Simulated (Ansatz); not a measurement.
Li on the (000-1) surface of 4H silicon carbide (H on every top atom; a constructed slab, bottom: 1 H on 1 bottom sites), one in a cell of 33 Å², energies for each. Energies are against an atom of bcc Li, without zero-point or thermal terms; each row is named by its start. No converged result for: 1 more start.

Host crystal: 4H silicon carbide, with a band gap (PBE, scalar-relativistic without spin-orbit coupling).

These are PBE (plane waves to 420 eV, PAW; Ansatz, a first-principles code) values and carry that method's errors.

Slab: 41 atoms, 10.8 Å thick at the start with caps and adatoms under the adsorbate (thin: gaps and levels are the slab's own); k 4x4x1, smearing 0.01 eV, dipole-corrected; 20 atoms held, the rest relaxed; each run with such symmetry as its start has; spin-polarised, no spin-orbit, no U, no dispersion correction.

A negative adsorption energy means that the adsorbate is more stable on the surface than in its reference. Starts that drift may end in the same place. Heights count from the host atoms within 0.3 Å of the top one. Moments of ungapped slabs depend on the mesh.

```
starting site                        E_ads (eV)  height (Å)  nearest host atom (Å)   bonded to  change of the vacuum step (eV)  lateral drift (Å)  moment (μB)
-----------------------------------  ----------  ----------  ---------------------  ----------  ------------------------------  -----------------  -----------
hollow H-H-H over Si at depth 1.7 Å        1.76        0.85                 H 2.09          Si                            1.36                0.0          0.2
hollow H-H-H over Si at depth 4.2 Å        1.53        0.28                 H 1.98  3 C + 3 Si                            1.19                0.0          0.3
bridge H-H (span 3.1 Å)                    1.53        0.28                 H 1.98  3 C + 3 Si                            1.19                0.9          0.4
```
